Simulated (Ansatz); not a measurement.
Electronic density of states of amorphous Ga$_{24}$O$_{37}$Na$_{2}$, density 4.87 g/cm³, on a 2×2×2 Γ-centred mesh with a Gaussian width of 0.1 eV; energies count from the Fermi level, whose place inside the gap is arbitrary. Cell and mesh are small, so fine structure isn't converged. Method: PBE, scalar-relativistic without spin-orbit coupling (plane waves to 420 eV, PAW; Ansatz, a program for electronic structure). Sampling: a 2×2×2 Γ-centred mesh; Fermi-Dirac width 0.02 eV; no spin polarisation. At PBE the levels at the filled edge of the gap are localised (band-tail or defect states), and the nearest spread-out levels lie 2.3 eV apart at the zone centre.

The cell was made by melting and quenching with the CHGNet potential and then relaxed with DFT. O atoms were pushed apart under 1.9 Å during the dynamics, to hinder bonds among them. The hot cell started wider than the set density and was brought back towards it in steps. It is the lowest in DFT energy of 2 quenches. It is a model cell: composition and starting density were chosen by hand, and all elements were melted together. No dispersion term was used. Its density started from a set value of 4.87 and ended at 4.87 g/cm³. Cooling (nominally 330 K/ps over its main leg) ran many orders faster than in experiment, which tends to leave more defects and strain. One small periodic cell is one sample of the glass; other quenches scatter about these values. The volume was held where the preparation left it and the shape relaxed, at a PBE pressure of 1.4 GPa. Stress components on the final sampling reach 1.5 GPa.

```csv
E - EF (eV),states/(eV atom)
-12.00,0.00
-11.90,0.00
-11.80,0.00
-11.70,0.00
-11.60,0.00
-11.50,0.00
-11.40,0.00
-11.30,0.00
-11.20,0.00
-11.10,0.00
-11.00,0.00
-10.90,0.00
-10.80,0.00
-10.70,0.00
-10.60,0.00
-10.50,0.00
-10.40,0.00
-10.30,0.00
-10.20,0.00
-10.10,0.00
-10.00,0.00
-9.90,0.00
-9.80,0.00
-9.70,0.00
-9.60,0.00
-9.50,0.00
-9.40,0.00
-9.30,0.00
-9.20,0.00
-9.10,0.00
-9.00,0.00
-8.90,0.00
-8.80,0.00
-8.70,0.00
-8.60,0.00
-8.50,0.00
-8.40,0.00
-8.30,0.00
-8.20,0.00
-8.10,0.00
-8.00,0.00
-7.90,0.02
-7.80,0.09
-7.70,0.20
-7.60,0.30
-7.50,0.32
-7.40,0.31
-7.30,0.36
-7.20,0.39
-7.10,0.38
-7.00,0.35
-6.90,0.36
-6.80,0.41
-6.70,0.40
-6.60,0.32
-6.50,0.25
-6.40,0.26
-6.30,0.24
-6.20,0.23
-6.10,0.25
-6.00,0.25
-5.90,0.27
-5.80,0.27
-5.70,0.18
-5.60,0.15
-5.50,0.20
-5.40,0.31
-5.30,0.41
-5.20,0.45
-5.10,0.47
-5.00,0.45
-4.90,0.43
-4.80,0.48
-4.70,0.58
-4.60,0.53
-4.50,0.50
-4.40,0.55
-4.30,0.58
-4.20,0.56
-4.10,0.55
-4.00,0.55
-3.90,0.59
-3.80,0.58
-3.70,0.56
-3.60,0.57
-3.50,0.66
-3.40,0.69
-3.30,0.60
-3.20,0.59
-3.10,0.69
-3.00,0.72
-2.90,0.64
-2.80,0.68
-2.70,0.73
-2.60,0.74
-2.50,0.74
-2.40,0.76
-2.30,0.83
-2.20,0.89
-2.10,0.89
-2.00,0.92
-1.90,0.91
-1.80,0.86
-1.70,0.82
-1.60,0.68
-1.50,0.65
-1.40,0.74
-1.30,0.58
-1.20,0.42
-1.10,0.47
-1.00,0.45
-0.90,0.27
-0.80,0.11
-0.70,0.01
-0.60,0.00
-0.50,0.00
-0.40,0.00
-0.30,0.00
-0.20,0.00
-0.10,0.00
0.00,0.00
0.10,0.00
0.20,0.00
0.30,0.00
0.40,0.00
0.50,0.00
0.60,0.00
0.70,0.00
0.80,0.02
0.90,0.01
1.00,0.00
1.10,0.00
1.20,0.00
1.30,0.00
1.40,0.00
1.50,0.00
1.60,0.00
1.70,0.01
1.80,0.03
1.90,0.05
2.00,0.09
2.10,0.05
2.20,0.01
2.30,0.02
2.40,0.04
2.50,0.07
2.60,0.09
2.70,0.09
2.80,0.12
2.90,0.09
3.00,0.06
3.10,0.05
3.20,0.04
3.30,0.04
3.40,0.06
3.50,0.08
3.60,0.13
3.70,0.15
3.80,0.18
3.90,0.20
4.00,0.25
4.10,0.23
4.20,0.18
4.30,0.16
4.40,0.17
4.50,0.18
4.60,0.21
4.70,0.24
4.80,0.28
4.90,0.33
5.00,0.34
5.10,0.32
5.20,0.34
5.30,0.34
5.40,0.32
5.50,0.30
5.60,0.36
5.70,0.36
5.80,0.30
5.90,0.34
6.00,0.33
6.10,0.29
6.20,0.26
6.30,0.32
6.40,0.33
6.50,0.32
6.60,0.36
6.70,0.34
6.80,0.32
6.90,0.33
7.00,0.37
7.10,0.40
7.20,0.40
7.30,0.33
7.40,0.30
7.50,0.34
7.60,0.32
```

The level gap on this mesh is 1.69 eV; the broadening fills part of it in the curve.
